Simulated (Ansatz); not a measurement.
## A constructed model of the (111) surface of fcc Ag, (√3x√3)R30° layer of In, one a cell, on the site that continues the host's stacking (bottom of the slab: a bare face, its two planes held)

Method: PBE (plane waves to 420 eV, PAW; Ansatz, a quantum-chemistry and plane-wave program).

Model: 19-atom slab, 14.4 Å thick at the start with caps and adatoms, 9x9x1 mesh, Fermi-Dirac 0.1 eV, dipole correction, 6 atoms held, the rest relaxed; held to the start's symmetry, so lower structures may exist; no spin, no spin-orbit, no U. It is one candidate, not shown to be the stable structure of the face.

```
Property                                            Result
-----------------------------  ---------------------------
work function of the top face                      3.81 eV
energy released by relaxation                     0.025 eV
cost                           very roughly 6 core-minutes
```
